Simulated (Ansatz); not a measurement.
Start from SiS₂ (space group Ibam, No. 72; a = 6.019 Å, b = 9.396 Å, c = 5.545 Å; made of chains). Axes: x, y, z lie along a, b, c of the conventional cell.

Now apply this change: the cell is stretched by 0.32 % along y with no lateral relaxation; the atoms relax in the strained cell.

Levels (all Ansatz, a first-principles code, PAW): PBEsol (420 eV, without spin-orbit coupling); r2SCAN (500 eV, spin-orbit coupling left out); HSE06 (420 eV, without spin-orbit coupling).

At the geometry relaxed with PBEsol, these levels gave the following band gaps, in shuffled order: (a) 4.01 eV, (b) 3.29 eV, (c) 2.81 eV.

Task: Match each gap to its level.

Result: (a) HSE06; (b) r2SCAN; (c) PBEsol.

Single points use the geometry relaxed with PBEsol. HSE06 gaps are upper bounds (no full band path). Stability against distortions was not tested. No dispersion term is included in the PBEsol runs.
